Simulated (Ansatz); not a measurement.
Base system: TaAs in the CsCl type structure (space group Pm-3m, No. 221; a = 3.178 Å; a hypothetical phase, not in the database extracts checked; relaxed with 0.1 eV smearing). Axes: x, y, z lie along the cube axes.

Computed with DFT with PBEsol, PAW potentials and a 420 eV plane-wave cutoff in Ansatz (a program for electronic structure), spin-orbit coupling left out.

Before the change:

| Property | Result |
|---|---|
| Shortest interatomic distance | 2.753 Å |

Perturbation: tensile biaxial strain of 2.46 % in the plane normal to [001], as in epitaxy on a mismatched substrate; the out-of-plane cell vector and the atoms relax.

**Question.** Predict the new shortest interatomic distance and out-of-plane strain.

**Answer.** The shortest interatomic distance grows by 0.034 Å, from 2.753 Å to 2.787 Å; the out-of-plane strain is -1.25 %.

Whether these cells are dynamically stable was not tested. All final runs are without spin polarisation.
